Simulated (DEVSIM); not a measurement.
System: Schottky contact on p-type Ge, at 400 K.

| layer (left to right) | material | thickness (μm) | Na (cm⁻³) | τn (s) | τp (s) |
|---|---|---|---|---|---|
| 1 | Ge | 10.0 | 2e15 | 1.5e-7 | 1.5e-7 |

Left contact: Schottky, work function 4.324 eV, emission velocity 3.5e6 cm/s. Right contact: ohmic. Voltage is applied to the left contact. Recombination: SRH at mid-gap, radiative. Mobility is μmin + (μ − μmin)/(1 + (N/Nref)^α).

The device is made up for the run: typed textbook-type constants, with dimensions and the other settings drawn at random. Values at 300 K; Nc and Nv go as T^1.5, mobilities as T to minus their exponent, the gap by Varshni's rule with the affinity fixed.

```
parameter               Ge
----------------  --------
gap (eV)             0.664
affinity (eV)            4
permittivity            16
Nc (cm⁻³)          1.04e19
Nv (cm⁻³)             6e18
μn (cm²/Vs)           3900
μp (cm²/Vs)           1900
μn,min                 150
μp,min                 100
Nref,n              2.6e17
Nref,p                4e17
αn                    0.56
αp                     0.6
T exponent of μn      1.66
T exponent of μp      2.33
B (cm³/s)          6.4e-14
Varshni α (eV/K)  0.000477
Varshni β (K)          235
```

DEVSIM, 1D drift-diffusion, Boltzmann statistics, complete ionisation; no tunnelling, impact ionisation, image-force lowering or self-heating. Metal contacts follow the ideal Schottky-Mott rule: no Fermi-level pinning, no interface dipoles.

The metal work function was swept, all else fixed.

```
metal work function (eV)  dark forward voltage at 100 A/cm² (V)  largest field in the device at zero bias (V/cm)  potential step across the device at zero bias (V)
------------------------  -------------------------------------  -----------------------------------------------  -------------------------------------------------
4.124                                                     0.113                                            57000                                              0.220
4.174                                                     0.120                                            29000                                              0.170
4.224                                                     0.130                                            15000                                              0.120
4.274                                                     0.139                                             7100                                              0.070
4.324                                                     0.147                                             2000                                              0.020
4.374                                                     0.165                                             3500                                              0.030
4.424                                                     0.213                                            12000                                              0.080
4.474                                                     0.277                                            28000                                              0.130
```

From the first row to the last the dark forward voltage at 100 A/cm² goes from 0.113 to 0.277. From the first row to the last the largest field in the device at zero bias goes from 57000 to 28000.
